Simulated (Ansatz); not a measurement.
# Response to strain in BaTiO3

Take BaTiO3 (space group P4mm, No. 99; a = 3.955 Å, c = 4.046 Å) as the base. Axes: x, y, z lie along a, b, c of the conventional cell.

Strains are applied to the cell and any free atomic positions relax; under biaxial strain the out-of-plane vector relaxes too.

Computed with Ansatz (a first-principles code) PBEsol, no SOC, earlier PAW set.

Candidates:
(a) isotropic strain −2.90 %
(b) biaxial strain −1.04 %, plane normal [001], relaxed out of plane
(c) tensor shear ε_yz = −2.49 %

Notes on the quantities. energy relative to the base: free energy F.

Q: Order them by energy relative to the base, highest first.

A: (a) isotropic strain −2.90 % (+51 meV/atom), (c) tensor shear ε_yz = −2.49 % (+9.6 meV/atom), (b) biaxial strain −1.04 %, plane normal [001], relaxed out of plane (+2.6 meV/atom)

Stability against distortions was not tested. All final runs are without spin polarisation.
